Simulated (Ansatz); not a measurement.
Short convergence ladders for RbP2Ru2 (I4mm, 5 atoms in the cell)

```
Rb(PRu)2
1.0
   -2.00976     2.00976     6.58610
    2.00976    -2.00976     6.58610
    2.00976     2.00976    -6.58610
Rb P Ru
1 2 2
Direct
  0.00380   0.00380   0.00000
  0.33349   0.33349   0.00000
  0.66651   0.66651   0.00000
  0.75000   0.25000   0.50000
  0.25000   0.75000   0.50000
```

Base method: PBEsol, default PAW files made with PBE (plane waves; Ansatz, an electronic-structure program).

Base settings: basis.ecutwfc = 420 eV; kpoints.mp_grid.grid = 6 6 6; hamiltonian.xc = pbesol; hamiltonian.pseudopotentials = {kind: paw} (the program's default PAW files); scf.occupations.method = fermi_dirac; scf.occupations.width = 0.1 eV.

The count of work is k-points × plane waves × bands × iterations; it is no time. Core times come from one kind of shared machine, to one figure; runs under 30 s give none.

**The cutoff for other potential files**

Level: DFT, PBEsol, plane waves, harder PAW files (source: ansatz) made with PBE.

In this ladder: hamiltonian.pseudopotentials = {kind: paw, source: ansatz}.

The second cell is the first with its lattice scaled by 0.98.

The mesh stays at the base's, so the ladder's end is converged at best in this setting alone.

The first pressure column holds Ansatz's estimate of the finite-basis (Pulay) stress, which hides part of the cutoff error; the other is without it.

Only quantities that move along the ladder and can be compared are tabulated.

```tsv
basis.ecutwfc	free energy less the last step's (meV/atom)	energy of the compressed cell less the first (meV/atom)	pressure (GPa)	pressure without the Pulay estimate (GPa)	largest difference of a force vector from the last step's (eV/Å)	count of work / last
295 eV	5179.62	12.60	-2.47	-135.43	0.105	0.11
365 eV	1387.07	30.31	0.06	-51.13	0.053	0.14
460 eV	181.16	23.62	-0.67	-10.51	0.009	0.20
560 eV	11.88	25.44	-0.50	-1.53	0.003	0.28
660 eV	0.98	25.32	-0.51	-0.54	0.000	0.35
790 eV	0.68	25.33	-0.51	-0.52	0.000	0.46
990 eV	0.46	25.33	-0.51	-0.52	0.000	0.66
1320 eV	0.00	25.33	-0.51	-0.51	0.000	1.0
```

Coarsest basis.ecutwfc that holds the pressure within 0.05 GPa of the last step, with all finer ones: 560 eV, at 0.28 of the last step's count of work; the step before is off by 0.16 GPa.

Coarsest basis.ecutwfc that holds the free energy within 2 meV/atom of the last step, with all finer ones: 660 eV, at 0.35 of the last step's count of work; the step before is off by 12 meV/atom.

Coarsest basis.ecutwfc that holds the forces within 0.005 eV/Å of the last step, with all finer ones: 560 eV, at 0.28 of the last step's count of work; the step before is off by 0.009 eV/Å.

The energy difference between the two cells stays within 1 meV/atom of the last step's from 560 eV on, the total only from 660 eV on: much of the error is common to both cells and cancels.

At the lowest cutoff the pressure without the Pulay estimate lies 135 GPa under the last step's, the usual sign of Pulay stress in an incomplete plane-wave basis.

**The relaxed cell against the cutoff**

On RbP2Ru2 (I4/mmm, 5 atoms in the cell): atoms on their sites.

In this ladder: relax = cell and atoms.

The mesh stays at the base's, so the ladder's end is converged at best in this setting alone.

Only quantities that move along the ladder and can be compared are tabulated.

| basis.ecutwfc | relaxed volume (Å³/atom) | relaxation steps | core time / last (rough) |
|---|---|---|---|
| 210 eV | 21.275 | 109 | 3 |
| 250 eV | 20.673 | 44 | 1 |
| 295 eV | 20.731 | 17 | 0.7 |
| 355 eV | 20.751 | 7 | 0.4 |
| 420 eV | 20.742 | 6 | 0.5 |
| 505 eV | 20.740 | 6 | 0.5 |
| 630 eV | 20.738 | 6 | 0.6 |
| 840 eV | 20.738 | 6 | 1 |

Coarsest basis.ecutwfc that holds the relaxed volume within 0.021 Å³/atom of the last step, with all finer ones: 295 eV; the step before is off by 0.065 Å³/atom.

At the lowest cutoff the cell relaxes to a volume 2.6 % larger than at the highest. Ansatz relaxes on a stress corrected for the finite basis.

On the base run: the starting cell comes from a database of computed structures (which also holds hypothetical and non-ambient phases and stackings), without a prior relaxation at this level. Its lattice was rescaled by up to half a per cent. One atom was moved a little off its site on purpose. Spin polarisation is off; with an odd number of electrons in the cell that forces a metal, and a magnetic state may lie lower.

Keys are those of Ansatz 0.2.
